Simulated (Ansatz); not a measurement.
Amorphous IGZO (In₁₂Ga₆Zn₆O₃₃), 57 atoms at 5.63 g/cm³, one PBE-relaxed geometry, zone centre. Methods: PBE, scalar-relativistic without spin-orbit coupling (Ansatz, a quantum-chemistry and plane-wave program); r2SCAN, scalar-relativistic without spin-orbit coupling (Ansatz); HSE06, scalar-relativistic without spin-orbit coupling (Ansatz). Plane waves to 420 eV (r2SCAN 500 eV); exact exchange is cut at the cell's faces. All rungs ran without spin polarisation.

A CHGNet melt-quench gave the starting glass, which DFT then relaxed. O atoms were pushed apart under 1.9 Å during the dynamics, to hinder bonds among them. The hot cell started wider than the set density and was brought back towards it in steps. It is the lowest in DFT energy of 2 quenches. It is a model cell: composition and starting density were chosen by hand, and all elements were melted together. No dispersion term was used. Its density started from a set value of 5.63 and ended at 5.63 g/cm³. Cooling (nominally 84 K/ps over its main leg) ran many orders faster than in experiment, which tends to leave more defects and strain. A cell of this size samples the disorder only roughly. The volume was held where the preparation left it and the shape relaxed, at a PBE pressure of -1.5 GPa (tension). Stress components on the final sampling reach 1.6 GPa.

The relaxation ran on the zone centre alone. At PBE the gap is 0.79 eV on a 2×2×2 Γ-centred mesh, and the spacing at the zone centre alone 0.82 eV.

**Question.** What zone-centre spacing does r2SCAN give, roughly?

**Answer.** 1.25 eV (+0.43 eV against PBE).

**Question.** What zone-centre spacing does HSE06 give, roughly?

**Answer.** 2.36 eV (+1.54 eV against PBE).

The highest filled and the lowest empty state spread over these numbers of atoms (participation numbers): PBE: 12.2 and 52.2; r2SCAN: 11.3 and 51.9; HSE06: 12.4 and 51.6.
